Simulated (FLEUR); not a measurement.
FLEUR run on W (Im-3m, 1 atom in the cell): self-consistent single point.

Level of theory: PBEsol, all-electron FLAPW (FLEUR), scalar-relativistic valence.

```
W
1.0
   -1.58516     1.58516     1.58516
    1.58516    -1.58516     1.58516
    1.58516     1.58516    -1.58516
W
1
Direct
  0.00000   0.00000   0.00000
```

Reference input (self-consistent single point, DFT, PBE, all-electron FLAPW (FLEUR), scalar-relativistic valence): Kmax = 4.2 1/bohr; GmaxXC = 16.8 1/bohr; xcFunctional = pbe; jspins = 1; l_soc = F; mode = hist; fermiSmearingEnergy = 0.00499791 Htr; mesh (inpgen div1-3) = 19 19 19; inpgen gamma flag = false; Gmax = 16.8 1/bohr; numbands = 0; maxIterBroyd = 15. This run's input differs from it in these lines:

```diff
@@ -13,2 +13,3 @@
 &comp jspins=1 /
+&exco xctyp='PBEs' /
 &kpt div1=19 div2=19 div3=19 /
@@ -25,3 +26,3 @@
       <coreElectrons ctail="T" frcor="F" kcrel="0" coretail_lmax="0"/>
-      <xcFunctional name="pbe" relativisticCorrections="F"/>
+      <xcFunctional name="PBEs" relativisticCorrections="F"/>
       <magnetism jspins="1"/>
```

Output, abridged:

```
 Iteration:     1   Distance:      13.92281899 me/bohr^3
 Iteration:     2   Distance:      12.73965076 me/bohr^3
 Iteration:     3   Distance:       6.50272824 me/bohr^3
 Iteration:     4   Distance:       1.71834910 me/bohr^3
 Iteration:     5   Distance:       1.52661411 me/bohr^3
   [... 4 lines left out ...]
 Iteration:    10   Distance:       0.00296538 me/bohr^3
 Iteration:    11   Distance:       0.00005692 me/bohr^3
 Iteration:    12   Distance:       0.00012778 me/bohr^3
 Iteration:    13   Distance:       0.00000242 me/bohr^3
 Run finished successfully
 Stop message:
   Structural relaxation: Done

[file out, last iteration]
             iter=     14
[...]
          total density-effective poten   -2.8085235827E+04
          total charge density-energy d   -3.2063375467E+02
 Updated energy parameters for spin:           1
[...]
 fermi energy and band-weighting factors:

[...]
FERMIE:
          first approx. to ef    (T=0)  :   0.650825 htr   (energy of the highest occ. eigenvalue)
          number of occ. states  (T=0)  :       1543
          first approx. to seigv (T=0)  :  -5.476161 htr
          sum of weights of occ. states :   7.001895
          sum of semicore charge        :   0.000000 e
FERHIS:  Fermi-Energy by histogram:
          bandgap                     :   0.000852 htr
   [... lines left out ...]
          charge neutrality (T=0)     :   0.003791    (zero if the highest occ. eigenvalue is "entirely" occupied)
     EF_NEWTON:  Adjust Fermi-Energy by Newton-Method.
 Direct bandgap for spin            1 :    9.5459712955626719E-003  Htr
   [... lines left out ...]
 ---->    (input%tkb*entropy) TS=              0.0010304968 htr
 ---->    free energy=                    -16161.4111126670 htr
      extrapolation for T->0
 ---->    total electron energy=          -16161.4105974186 htr
 ***** TOTAL FORCES ON ATOMS *****
 TOTAL FORCE FOR ATOM TYPE=  1  X=  0.000   Y=  0.000   Z=  0.000
                       FX_TOT= 0.000000 FY_TOT= 0.000000 FZ_TOT= 0.000000
 Structural relaxation: Done
```

The run converged in 13 iterations. FLEUR gives forces in its relaxation mode, with a further iteration, so its stop message speaks of a relaxation. 

The starting cell comes from a database of computed structures (which also holds hypothetical and non-ambient phases and stackings), without a prior relaxation at this level. Spin-orbit coupling is off. Spin polarisation is off. Values depend on the basis (sphere radii, cutoffs, local orbitals), which need not be converged. The log's line on a gap gives a spacing of levels on this mesh, which the program prints for metals too.

Cost on one core of a shared machine: roughly 60 s.
